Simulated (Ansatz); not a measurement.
CaF2 in the rutile structure (space group P4_2/mnm, No. 136; a hypothetical phase, not in the database extracts checked)

```cif
data_Ca2F4
_chemical_formula_sum 'Ca2 F4'
_space_group_name_H-M_alt 'P 1'
_space_group_IT_number 1
_cell_length_a 5.23812
_cell_length_b 5.23812
_cell_length_c 3.58389
_cell_angle_alpha 90.000
_cell_angle_beta 90.000
_cell_angle_gamma 90.000
loop_
_space_group_symop_operation_xyz
  'x, y, z'
loop_
_atom_site_label
_atom_site_type_symbol
_atom_site_fract_x
_atom_site_fract_y
_atom_site_fract_z
_atom_site_occupancy
Ca1 Ca 0.00000 0.00000 0.00000 1
Ca2 Ca 0.50000 0.50000 0.50000 1
F1 F 0.30716 0.30716 0.00000 1
F2 F 0.80716 0.19284 0.50000 1
F3 F 0.19284 0.80716 0.50000 1
F4 F 0.69284 0.69284 0.00000 1
```

Level of theory: PBE (Ansatz, a quantum-chemistry and plane-wave program, PAW, spin-orbit coupling left out). k-mesh 6×6×9 (Γ-centred); smearing 0.05 eV (Fermi–Dirac).

```yaml
volume_per_atom: 16.39 Å³
density: 2.64 g/cm³
band_gap: 6.77 eV, direct at Γ
electron_mass: 0.60 mₑ
Lowest conduction-band minima above the VBM: Γ 6.77 eV
total_energy: -1146.567 eV/atom (σ→0; compares only within this code and set-up)
```

Masses are band curvatures over ±0.01 Å⁻¹ around the edge. Whether these cells are dynamically stable was not tested.
